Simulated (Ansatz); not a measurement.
# LaBr₃ (P6₃/m, No. 176)

Level of theory: LDA (Ansatz, a quantum-chemistry and plane-wave program, PAW).

Settings: plane-wave cutoff 520 eV, 6×6×8 k mesh (along the axes of the cell as run), Fermi–Dirac smearing 0.01 eV, scalar-relativistic PAW data made under PBE.

Cell (relaxed at this level):

```yaml
crystal:
  lattice:
    - [3.89699, -6.74979, 0.00000]
    - [3.89699, 6.74979, 0.00000]
    - [0.00000, 0.00000, 4.41737]
  atoms:
    - { symbol: La, position: [0.33333, 0.66667, 0.25000] }
    - { symbol: La, position: [0.66667, 0.33333, 0.75000] }
    - { symbol: Br, position: [0.38266, 0.29772, 0.25000] }
    - { symbol: Br, position: [0.08495, 0.38266, 0.75000] }
    - { symbol: Br, position: [0.70228, 0.08495, 0.25000] }
    - { symbol: Br, position: [0.61734, 0.70228, 0.75000] }
    - { symbol: Br, position: [0.91505, 0.61734, 0.25000] }
    - { symbol: Br, position: [0.29772, 0.91505, 0.75000] }
```

- bulk modulus = 34.8 GPa
- band gap = 3.10 eV
- pressure derivative B′ of the bulk modulus = 5.4

Measured, for comparison: band gap 5.9 eV (temperature not stated, not corrected to a static lattice, literature value; as tabulated in Przystupa et al. (2023), doi:10.3390/ma16145085).

Note: the volume lies 6 % below that of the published cell; the bulk modulus comes from volumes at which shape and atoms were relaxed.

Spin–orbit coupling is not included.

Cost on a shared machine: about 10 core-minutes (a rough figure).
